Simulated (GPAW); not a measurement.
Input and output of a self-consistent single point for PbS2 (I4/mcm, 6 atoms in the cell) (GPAW).

Method: LDA (Perdew-Wang 92), GPAW PAW datasets LDA (gpaw-data 1.0.1) (plane waves; GPAW).

```
CELL_PARAMETERS angstrom
     -3.07497     3.07497     3.77660
      3.07497    -3.07497     3.77660
      3.07497     3.07497    -3.77660
ATOMIC_POSITIONS crystal
  Pb 0.75000 0.75000 0.00000
  Pb 0.25000 0.25000 0.00000
  S  0.11903 0.61903 0.73806
  S  0.88097 0.38097 0.26194
  S  0.61903 0.88097 0.50000
  S  0.38097 0.11903 0.50000
```

Reference input (self-consistent single point, DFT LDA (Perdew-Wang 92), plane waves, GPAW PAW datasets LDA (gpaw-data 1.0.1)): mode = pw; ecut = 600 eV; xc = LDA; kpts = 4 4 4; mesh shift (steps) = 0 0 0; occupations.name = fermi-dirac; occupations.width = 0.05 eV; nbands = -4; convergence.density = 1e-05 e/electron; convergence.bands = -2; symmetry.symmorphic = false; symmetry.tolerance = 0.0005. This run's input differs from it in these lines:

```diff
@@ -18,6 +18,6 @@
             xc='LDA',
-            kpts={'size': (4, 4, 4), 'gamma': True},
+            kpts=(5, 5, 5),
             occupations={'name': 'fermi-dirac', 'width': 0.05},
-            nbands=-4,
-            convergence={'density': 1e-05, 'bands': -2},
+            nbands=-10,
+            convergence={'density': 1e-05},
             symmetry={'symmorphic': False, 'tolerance': 0.0005},
```

Output (repeated stretches shortened):

```
     iter     time        total  log10-change:
                         energy   eigst   dens
iter:   1 --:--:--   -30.142467
iter:   2 --:--:--   -30.108084   -0.78  -1.18
iter:   3 --:--:--   -29.618510   -1.46  -1.22
iter:   4 --:--:--   -29.635693   -1.81  -1.49
iter:   5 --:--:--   -29.564945   -2.40  -1.68
iter:   6 --:--:--   -29.554560   -2.97  -2.11
iter:   7 --:--:--   -29.547334c  -3.55  -2.28
iter:   8 --:--:--   -29.546141c  -4.28  -2.54
iter:   9 --:--:--   -29.546197c  -4.91  -3.15
iter:  10 --:--:--   -29.546032c  -5.20  -3.12
iter:  11 --:--:--   -29.546033c  -6.61  -3.91
iter:  12 --:--:--   -29.546033c  -7.79c -4.09
   [... lines left out ...]
iter:  14 --:--:--   -29.546033c  -7.85c -4.09
iter:  15 --:--:--   -29.546034c  -7.84c -3.99
iter:  16 --:--:--   -29.546033c  -7.93c -4.15
iter:  17 --:--:--   -29.546034c  -7.94c -4.18
iter:  18 --:--:--   -29.546034c  -8.98c -4.19
iter:  19 --:--:--   -29.546034c  -7.07  -4.21
iter:  20 --:--:--   -29.546033c  -8.28c -4.53
iter:  21 --:--:--   -29.546033c  -9.23c -4.72
iter:  22 --:--:--   -29.546033c  -9.01c -4.72
iter:  23 --:--:--   -29.546033c  -9.85c -4.69
iter:  24 --:--:--   -29.546033c  -9.14c -4.69
iter:  25 --:--:--   -29.546033c  -8.78c -4.75
iter:  26 --:--:--   -29.546033c  -8.97c -5.00c
Converged after 26 iterations.

Dipole moment: (0.000000, -0.000000, -0.000000) |e|*Ang

Energy contributions relative to reference atoms: (reference = -1177240.203035)

Kinetic:        +29.467539
Potential:      -31.249262
External:        +0.000000
XC:             -28.014971
Entropy (-ST):   -0.000105
Local:           +0.250713
SIC:             +0.000000
--------------------------
Free energy:    -29.546086
Extrapolated:   -29.546033

Showing only first 2 kpts
 Kpt  Band  Eigenvalues  Occupancy
  0    24      2.86379    2.00000
  0    25      5.87927    1.99856
  0    26      8.98477    0.00000
  0    27      8.98477    0.00000

  1    24      3.79284    2.00000
  1    25      4.99837    2.00000
  1    26      8.02204    0.00000
  1    27      8.46593    0.00000

Fermi level: 6.24114

Gap: 0.661 eV
Transition (v -> c):
   [... lines left out ...]
Direct gap: 0.970 eV
   [... lines left out ...]
  0 Pb    0.00000    0.00000    0.00000
  1 Pb    0.00000    0.00000   -0.00000
  2 S     0.15268    0.15268    0.00000
  3 S    -0.15268   -0.15268    0.00000
  4 S    -0.15268    0.15268    0.00000
  5 S     0.15268   -0.15268    0.00000

Stress tensor:
     0.022325     0.000000     0.000000
     0.000000     0.022325     0.000000
     0.000000     0.000000     0.024295
Stress (GPa, Voigt): [3.5769 3.5769 3.8925 0.     0.     0.    ]
```

The run converged in 26 iterations. GPAW prints stress with tension positive. Against the reference run the free energy drops by 2.4 meV/atom, the pressure hardly changes (-3.71 to -3.68 GPa) and the largest force hardly changes (0.219 to 0.216 eV/Å).

The starting cell comes from a database of computed structures (which also holds hypothetical and non-ambient phases and stackings), without a prior relaxation at this level. Spin-orbit coupling is off. With a pressure of about -4 GPa the cell is away from its equilibrium volume at this level. The log's line on a gap gives a spacing of levels on this mesh, which the program prints for metals too.

Cost on one core of a shared machine: roughly 60 s.
